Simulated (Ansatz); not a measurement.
Base system: MoTe2 in the 2H-MoS2 type structure (space group P6_3/mmc, No. 194; a = 3.542 Å, c = 14.182 Å; layered, stacked along the Cartesian z axis). Axes: x lies along a and z along c of the hexagonal cell.

Calculations: r2SCAN+rVV10, PAW, 500 eV (Ansatz, an electronic-structure program; scalar-relativistic without spin-orbit coupling), earlier PAW set.

Now apply this change: the cell is stretched by 3.80 % along y with no lateral relaxation, atoms relaxed at fixed cell.

**Question.** Predict the stress tensor and what it implies for the stiffness.

**Answer.** Stress of the strained cell less that of the base (GPa, compression positive):
```
  -1.13    0.00    0.00
   0.00   -4.33    0.00
   0.00    0.00   -0.38
```

Then −Δσ_ii/ε with ε = 0.0380 gives secant stiffness values (nonlinear terms included at this strain): C22 ≈ 114 GPa, C12 ≈ 30 GPa and C23 ≈ 9.9 GPa.

As a check, the harmonic strain energy −½ V₀ Δσ:ε is 13 meV/atom; the computed energy rise is 14 meV/atom.

No phonon test of stability was made.
